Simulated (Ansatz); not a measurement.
BeS (model structure, started from the NiAs type, P6₃/mmc, No. 194, 4 atoms in the cell) was calculated with PBE (PAW; Ansatz, a first-principles code).

Numerical settings: plane-wave cutoff 520 eV, 12×12×8 k mesh (along the axes of the cell as run), Fermi–Dirac smearing 0.01 eV, scalar-relativistic PAW data made under PBE.

Cell (relaxed with PBEsol):

```
CELL_PARAMETERS angstrom
      3.27121     0.00000     0.00000
     -1.63561     2.83295     0.00000
      0.00000     0.00000     5.20687
ATOMIC_POSITIONS crystal
  Be 0.00000 0.00000 0.00000
  Be 0.00000 0.00000 0.50000
  S  0.33333 0.66667 0.25000
  S  0.66667 0.33333 0.75000
```

Q: Give the computed band gap and smallest direct gap on the k points sampled.

A: 
* **band gap**: 1.44 eV (indirect)
* **smallest direct gap on the k points sampled**: 3.49 eV

Note: the relaxation could raise the start's symmetry but not lower it, so the cell can be a saddle point; cell and atoms aren't relaxed at this level (pressure 2.9 GPa).

Computing time: roughly 7 core-seconds.

A model structure was made by putting elements into a prototype or built by hand; it is no filed structure, need not be a known phase, and can be a saddle point held by its symmetry.
